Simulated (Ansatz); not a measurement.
Structures of equal composition on the (000-1) surface of wurtzite ZnO (O plane on top): 2x2 Al adatom at H3; 2x2 Al adatom at T4. The slabs share one bottom face, and each structure is named by its start. These are constructed structures in small cells; real faces may alloy, dewet or reconstruct in larger ones, and not all known structures of the face are among them. Slabs of about 14 Å with all that they carry, Fermi-Dirac smearing of 0.025 eV. Bottom of the slabs: H caps. Relaxed from the named starts with such symmetry as they have, on meshes of like density; energies extrapolated to zero smearing; no spin-orbit coupling, no U. Spin-polarised runs, if any, are marked in brackets, and their order is one that fits the cell; the others ran without spin. Where a second, spin-polarised start was run, the lower counts.

All values below come from r2SCAN, at the PBE geometry (plane waves to 500 eV, PAW; Ansatz, a program for electronic structure).

Rank these by energy per 1x1 cell (lowest first), as r2SCAN, at the PBE geometry gives it.

2x2 Al adatom at H3 (0.000 eV [spin, 0.9 μB a cell], no gap over 0.04 eV on the mesh), 2x2 Al adatom at T4 (0.162 eV (3 Al–O bonds formed) [spin, 1.0 μB a cell], a narrow gap of 0.15 eV by band count)
